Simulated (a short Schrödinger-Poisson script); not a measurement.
Structure: gated In0.52Al0.48As/In0.53Ga0.47As δ-doped gas in a quantum well, at 77 K.

| layer | material | thickness (nm) | Na (cm⁻³) |
|---|---|---|---|
| 1 | In0.52Al0.48As | 15 | - |
| 2 | In0.52Al0.48As | 2 | - |
| 3 | In0.53Ga0.47As | 15 | - |
| 4 | In0.52Al0.48As | 4000 | 9e15 |

Constants are typed, rounded textbook-type inputs, not results; the design itself was drawn at random and stands for no fabricated device. In0.52Al0.48As: permittivity 12.5, conduction-band edge (eV) 0.52, gap (eV) 1.45, electron mass (mₑ) 0.075, Nv at 300 K (cm⁻³) 1.1e19. In0.53Ga0.47As: permittivity 13.9, conduction-band edge (eV) 0, gap (eV) 0.74, Nv at 300 K (cm⁻³) 7.7e18.

Channel valleys (confinement mass, in-plane density-of-states mass, number): Γ 0.041, 0.041, 1. At the gate the conduction-band edge of layer 1 lies 0.65 eV − eVg above the Fermi level of the channel; the field vanishes at the back. Sheet of ionised δ-doping: +3.8e12 e/cm² at 15 nm from the gate. The barrier under the gate holds no holes. Gaps are held at their typed values at every temperature. Mesh 0.08 nm at interfaces.

From a short Schrödinger-Poisson script (our own, NumPy): 1D Poisson equation in equilibrium, electrons quantum, Hartree (BenDaniel-Duke, 40 states a valley, the channel's in-plane mass for all, wave functions free to enter the barrier), parabolic valleys, classical holes, full ionisation, no traps, pinning or gate leakage.

The same stack at other levels of the model or other numerical settings:

```
run                                                                  sheet density of all electrons at Vg = 0.4 V (cm⁻²)  capacitance at Vg = 0.4 V (μF/cm²)  centroid of the channel electrons at Vg = 0.4 V (nm)  rough cost against the base
-------------------------------------------------------------------  ---------------------------------------------------  ----------------------------------  ----------------------------------------------------  ---------------------------
base                                                                                                             2.88e12                               0.519                                                  4.78                      about 1
electrons treated as classical, Boltzmann                                                                        3.88e12                               0.641                                                  0.55                         0.02
electrons treated as classical, Fermi-Dirac                                                                      2.92e12                               0.503                                                  4.55                          0.1
electrons treated as quantum, Hartree plus LDA exchange-correlation                                              2.93e12                               0.523                                                     ?                      about 1
mesh six times as coarse                                                                                         2.88e12                               0.519                                                  4.74                          0.2
one subband a valley                                                                                                   ?                               0.487                                                     ?                          0.3
```

Some entries are withheld; supply them.


- electrons treated as quantum, Hartree plus LDA exchange-correlation, centroid of the channel electrons at Vg = 0.4 V (nm): 4.70
- one subband a valley, centroid of the channel electrons at Vg = 0.4 V (nm): 4.19
- one subband a valley, sheet density of all electrons at Vg = 0.4 V (cm⁻²): 2.78e12

The classical rows ignore confinement, and Boltzmann statistics overrate the density once the band edge passes the Fermi level.
